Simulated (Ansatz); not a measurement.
**A series of runs on PtBr2 (Pnma, 12 atoms in the cell)**

```cif
data_Br8Pt4
_chemical_formula_sum 'Pt4 Br8'
_space_group_name_H-M_alt 'Pnma'
_space_group_IT_number 62
_space_group_name_Hall '-P 2ac 2n'
_cell_length_a 7.06630
_cell_length_b 4.20451
_cell_length_c 8.38750
_cell_angle_alpha 90.000
_cell_angle_beta 90.000
_cell_angle_gamma 90.000
loop_
_atom_site_label
_atom_site_type_symbol
_atom_site_symmetry_multiplicity
_atom_site_Wyckoff_symbol
_atom_site_fract_x
_atom_site_fract_y
_atom_site_fract_z
_atom_site_occupancy
Pt1 Pt 4 c 0.23770 0.25000 0.90410 1
Br1 Br 4 c 0.12500 0.25000 0.57830 1
Br2 Br 4 c 0.02020 0.25000 0.16300 1
```

Base run A: PBE run with Ansatz (a first-principles code), self-consistent single point.

Its settings: kpoints.mp_grid.grid = 2 3 2; kpoints.mp_grid.shift = 0.5 0.5 0.5; hamiltonian.xc = pbe; hamiltonian.pseudopotentials = {kind: paw} (the program's default PAW files); scf.occupations.method = gaussian; scf.occupations.width = 0.2 eV.

The starting cell was generated: these elements placed on a structure prototype, without a prior relaxation; it need not be a known phase or ordering of this composition. Spin polarisation is off. In the base run, with a pressure of about 6 GPa the cell is away from its equilibrium volume at this level. In the base run, forces exceed 1 eV/Å. Ansatz's pressure includes its estimate of the finite-basis (Pulay) stress.

ΔF is the free energy per atom less that of run A. 

```tsv
run	scf.mixing.algorithm, scf.mixing.beta	ΔF (meV/atom)	pressure (GPa)	largest force (eV/Å)	iterations
A	default (the program chose MSR1), default	0.00	6.29	1.126	8
B	anderson, 0.02	0.00	6.29	1.126	16
C	anderson, 0.05	0.00	6.29	1.126	13
D	anderson, 0.1	0.00	6.29	1.126	13
E	anderson, 0.2	0.00	6.29	1.126	11
F	anderson, 0.3	0.00	6.29	1.126	10
G	anderson, 0.5	0.00	6.29	1.126	9
H	anderson, 0.7	0.00	6.29	1.126	8
I	anderson, 0.9	0.00	6.29	1.126	8
J	anderson, 1	0.00	6.29	1.126	8
```

Runs B, C, D, E, F, G, H, I, J ended on the same solution as A (within 1 meV/atom). The fewest iterations to that state were 8 (A, H, I, J); the most were 16.

Keys are those of Ansatz 0.2.
